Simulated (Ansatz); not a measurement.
We consider BN (Fmm2, No. 42, 2 atoms in the cell; start mp-685145; a measured phase of this formula has another space group), described by r²SCAN0 in Ansatz (plane waves, PAW).

Run with plane-wave cutoff 520 eV, 12×12×12 k mesh, Fermi–Dirac smearing 0.01 eV, scalar-relativistic PAW data made under PBE.

Cell (relaxed with PBEsol):

Space group Fmm2 (No. 42); a = 2.504 Å, b = 7.148 Å, c = 4.335 Å, α = β = γ = 90.00°

```csv
atom,site,symmetry,x,y,z
B,4a,mm2,0.0000,0.0000,0.0001
N,4a,mm2,0.0000,0.0000,0.6666
```
(The calculation used a cell of 2 atoms; values per cell refer to that cell.)

**Question.** Give the computed band gap, smallest direct gap on the k points sampled and Γ–Γ gap.

**Answer.** 
- band gap: 6.16 eV (indirect)
- smallest direct gap on the k points sampled: 7.11 eV
- Γ–Γ gap: 8.43 eV

Note: cell and atoms aren't relaxed at this level (pressure -4.3 GPa); the cell has widely spaced layers and the level no dispersion term, so their spacing and the moduli can rest on weak binding.

Computed values are for the static lattice.

Computing time: around 8 core-minutes (rough).

A start named mp-… is a Materials Project structure, which need not be a measured phase.

Ansatz is a program for electronic structure.
